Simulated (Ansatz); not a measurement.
Take ZnS in the zinc blende structure (space group F-43m, No. 216; a = 5.4434 Å) as the base.

All numbers come from Ansatz (a program for electronic structure), PBE, PAW, cutoff 420 eV, no SOC.

Strains are applied to the cell and any free atomic positions relax.

One change was made to it. Results:

The energy goes up by 23 meV/atom; the electron mass changes from 0.17 mₑ (at Γ) to 0.15 mₑ (at Γ); the band gap shrinks by 0.311 eV, from 2.02 eV to 1.70 eV.

**Question.** Which of these changes matches the shifts?
A. isotropic strain −0.50 %
B. isotropic strain +1.50 %
C. isotropic strain +2.50 %
D. isotropic strain −1.50 %

**Answer.** C, isotropic strain +2.50 %. For comparison, the band gap in the other runs: isotropic strain +1.50 % gives 1.83 eV; isotropic strain −0.50 % gives 2.08 eV; isotropic strain −1.50 % gives 2.21 eV.

Effective masses come from finite differences of ±0.01 Å⁻¹. No phonon test of stability was made.
